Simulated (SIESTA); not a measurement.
## Several settings converged on InCu₂ (P3m1, 6 atoms in the cell)

```
CELL_PARAMETERS angstrom
      4.46811     0.00000     0.00000
     -2.23406     3.86950     0.00000
      0.00000     0.00000     5.38432
ATOMIC_POSITIONS crystal
  In 0.66667 0.33333 0.75929
  In 0.33333 0.66667 0.25000
  Cu 0.00000 0.00000 0.00000
  Cu 0.00000 0.00000 0.50000
  Cu 0.66667 0.33333 0.25000
  Cu 0.33333 0.66667 0.75000
```

Base method: GGA PBEsol, numerical atomic orbitals TZP, PseudoDojo PBEsol standard norm-conserving potentials (rewritten from UPF to PSML) (SIESTA).

Base settings: XC.functional = GGA; XC.authors = PBEsol; potentials = PseudoDojo PBEsol standard; PAO.BasisSize = TZP; PAO.EnergyShift = 0.01 Ry; MeshCutoff = 350 Ry; kgrid.MonkhorstPack = 3 3 2; OccupationFunction = FD; ElectronicTemperature = 0.1 eV; MaxSCFIterations = 150.

Core times come from one kind of shared machine, to one figure; runs under 30 s give none.

**The cutoff of the real-space grid**

The second cell is the first with its lattice scaled by 0.98.

The mesh stays at the base's, so the ladder's end is converged at best in this setting alone.

Only quantities that move along the ladder and can be compared are tabulated.

```csv
MeshCutoff,free energy less the last step's (meV/atom),energy of the compressed cell less the first (meV/atom),pressure (GPa),core time / last (rough)
122 Ry (124 Ry used),-40.81,-17.72,-5.87,0.4
158 Ry (166 Ry used),-29.50,-22.62,-6.42,0.4
193 Ry (220 Ry used),-12.33,-29.14,-6.64,0.6
245 Ry (278 Ry used),-6.28,-25.83,-6.59,0.5
315 Ry (343 Ry used),-1.90,-21.08,-6.55,0.9
350 Ry (390 Ry used),-1.51,-21.48,-6.70,1
525 Ry (538 Ry used),0.00,-21.34,-6.73,1
```

Coarsest MeshCutoff that holds the pressure within 0.5 GPa of the last step, with all finer ones: 158 Ry (166 Ry used), at about 0.4 of the last step's time; the step before is off by 0.86 GPa.

Coarsest MeshCutoff that holds the energy of the compressed cell less the first within 2 meV/atom of the last step, with all finer ones: 315 Ry (343 Ry used); the step before is off by 4.5 meV/atom.

Coarsest MeshCutoff that holds the free energy within 5 meV/atom of the last step, with all finer ones: 315 Ry (343 Ry used); the step before is off by 6.3 meV/atom.

**The setting basis size**

Level: DFT, GGA PBEsol, numerical atomic orbitals TZDP, PseudoDojo PBEsol standard norm-conserving potentials (rewritten from UPF to PSML).

Moved along: PAO.BasisSize.

The second cell is the first with its lattice scaled by 0.98.

The mesh stays at the base's, so the ladder's end is converged at best in this setting alone.

The sets are ordered by size and need not be nested.

Only quantities that move along the ladder and can be compared are tabulated.

```tsv
basis (functions)	energy of the compressed cell less the first (meV/atom)	pressure (GPa)	largest difference of a force vector from the last step's (eV/Å)	core time / last (rough)
SZ (58)	-2.75	-3.15	0.044	–
SZP (80)	-23.54	-6.53	0.045	0.2
DZ (90)	-3.98	-3.75	0.032	0.2
TZP (144)	-21.48	-6.70	0.022	0.5
TZDP (166)	-28.95	-7.74	0.000	1
```

Coarsest basis (functions) that holds the pressure within 0.5 GPa: not settled: the last two steps still differ by 1.0 GPa, over half the tolerance, so the ladder does not show it.

Coarsest basis (functions) that holds the forces within 0.02 eV/Å: not settled: the last two steps still differ by 0.022 eV/Å, over half the tolerance, so the ladder does not show it.

Coarsest basis (functions) that holds the energy of the compressed cell less the first within 2 meV/atom: not settled: the last two steps still differ by 7.5 meV/atom, over half the tolerance, so the ladder does not show it.

On the base run: the starting cell comes from a database of computed structures (which also holds hypothetical and non-ambient phases and stackings), without a prior relaxation at this level. Its lattice was rescaled by up to half a per cent. One atom was moved a little off its site on purpose. Spin polarisation is off. Values carry the incompleteness of an atom-centred basis. In the base run, with a pressure of about -7 GPa the cell is away from its equilibrium volume at this level. Without a gap this mesh is coarse (it stands for a supercell whose shortest vector is 11 Å).
